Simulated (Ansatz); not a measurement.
MoPt2 (Immm, No. 71)

Level of theory: BLYP in Ansatz (PAW).

Numerical settings: plane-wave cutoff 520 eV, 24×24×24 k mesh, Fermi–Dirac smearing 0.05 eV, no spin polarisation, scalar-relativistic PAW data made under PBE.

Cell: relaxed at this level.

For MoPt2 (Immm, No. 71), the equilibrium volume per atom comes out as 16.21 Å³/atom and the bulk modulus is 228 GPa. The band gap is none. The pressure derivative B′ of the bulk modulus comes out as 5.2.

Note: the relaxation could not lower the start's symmetry, so the cell can be a saddle point above a distorted one; the bulk modulus comes from volumes at which shape and atoms were relaxed.

Spin–orbit coupling is not included.

Static lattice: no zero-point or thermal effects.

The result took around 50 core-minutes (rough).

Ansatz is a first-principles code.
